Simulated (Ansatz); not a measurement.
Consider the following.

End structure of the (0001) surface of wurtzite ZnO, Zn-terminated, 2x2 with 2 H on 4 top atoms (bottom of the slab: 2 H on 4 bottom sites):

```xyz
44
Lattice="6.5590 0.0000 0.0000 -3.2795 5.6802 0.0000 0.0000 0.0000 30.0000" Properties=species:S:1:pos:R:3 pbc="T T T"
O      1.6583     0.9360     9.1294
O      4.9497     0.9290     9.1072
O      0.0305     3.7694     9.1062
O      3.2980     3.7761     9.1290
Zn    -0.1010     1.9520     9.7240
Zn     3.4093     1.8187     9.7823
Zn    -1.5099     4.6583     9.7831
Zn     1.5387     4.7916     9.7252
O      0.0000     1.8934    11.7530
O      3.2795     1.8934    11.7530
O     -1.6397     4.7335    11.7530
O      1.6397     4.7335    11.7530
Zn     1.6397     0.9467    12.3932
Zn     4.9192     0.9467    12.3932
Zn     0.0000     3.7868    12.3932
Zn     3.2795     3.7868    12.3932
O      1.6426     0.9392    14.3843
O      4.9175     0.9420    14.3876
O     -0.0018     3.7942    14.3972
O      3.2824     3.7915    14.3936
Zn     0.0005     1.8907    15.0238
Zn     3.2801     1.8906    15.0318
Zn    -1.6391     4.7362    15.0674
Zn     1.6403     4.7363    15.0593
O      0.0010     1.8873    17.0130
O      3.2795     1.8877    17.0180
O     -1.6398     4.7391    17.0736
O      1.6408     4.7387    17.0686
Zn     1.6392     0.9897    17.7298
Zn     4.9208     0.9884    17.7272
Zn     0.0014     3.7513    17.6754
Zn     3.2790     3.7520    17.6784
O      1.6397     0.9698    19.7038
O      4.9201     0.9700    19.7018
O      0.0007     3.7564    19.7098
O      3.2796     3.7565    19.7124
Zn     0.0002     1.8446    20.6669
Zn     3.2802     1.8437    20.6670
Zn    -1.6390     4.7521    20.0072
Zn     1.6399     4.7528    20.0078
H      1.6736     0.9271     8.1575
H      3.3132     3.7675     8.1570
H     -0.0007     1.8887    22.2088
H      3.2810     1.8839    22.2090
```

Slab: 44 atoms, 13.8 Å thick at the start with caps and adatoms (thin: gaps and levels are the slab's own); k 4x4x1, smearing 0.025 eV, dipole-corrected; single point; no symmetry held, on the structure that PBE left; no spin, no spin-orbit, no U.

Question: Estimate the gap of the slab on its k-mesh that r2SCAN, at the PBE geometry (Ansatz, a quantum-chemistry and plane-wave program) returns for this input.

Answer: 0.80 eV

Question: What highest filled level below the top vacuum level does r2SCAN, at the PBE geometry give?

Answer: 7.16 eV
